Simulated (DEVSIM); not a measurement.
Device: abrupt Si n-p junction, at 300 K.

| layer (left to right) | material | thickness (μm) | Nd (cm⁻³) | Na (cm⁻³) | τn (s) | τp (s) |
|---|---|---|---|---|---|---|
| 1 | Si | 0.310 | 6e15 | - | 9.3e-6 | 9.3e-6 |
| 2 | Si | 1.10 | - | 3.8e14 | 9.3e-6 | 9.3e-6 |

Left contact: ohmic. Right contact: ohmic. Voltage is applied to the left contact. Recombination: SRH at mid-gap, Auger. Mobility is μmin + (μ − μmin)/(1 + (N/Nref)^α).

This is a model device: material constants are rounded textbook-type values typed into the input, and sizes, dopings and lifetimes were drawn at random. Values at 300 K.

```tsv
parameter	Si
gap (eV)	1.124
affinity (eV)	4.05
permittivity	11.7
Nc (cm⁻³)	2.86e19
Nv (cm⁻³)	3.1e19
μn (cm²/Vs)	1417
μp (cm²/Vs)	470
μn,min	52
μp,min	45
Nref,n	9.7e16
Nref,p	2.2e17
αn	0.68
αp	0.72
Cn (cm⁶/s)	2.8e-31
Cp (cm⁶/s)	9.9e-32
```

DEVSIM, 1D drift-diffusion, Boltzmann statistics, complete ionisation; no tunnelling, impact ionisation, image-force lowering or self-heating.

The doping Na of layer 2 was swept, all else fixed.

```csv
doping Na of layer 2 (cm^-3),dark forward voltage at 100 A/cm² (V),potential step across the device at zero bias (V),dark forward voltage at 1 A/cm² (V),largest field in the device at zero bias (V/cm)
1.1e13,0.597,0.521,?,5600
3.8e13,0.600,0.553,0.368,5900
1.1e14,0.605,0.581,0.401,6500
3.8e14,0.616,0.613,0.446,8500
1.1e15,0.629,0.640,0.479,13000
3.8e15,0.643,0.672,0.504,21000
1.1e16,0.650,0.700,0.512,28000
```

Question: Complete the blanks.

Answer: 
- 1.1e13, dark forward voltage at 1 A/cm² (V): 0.333
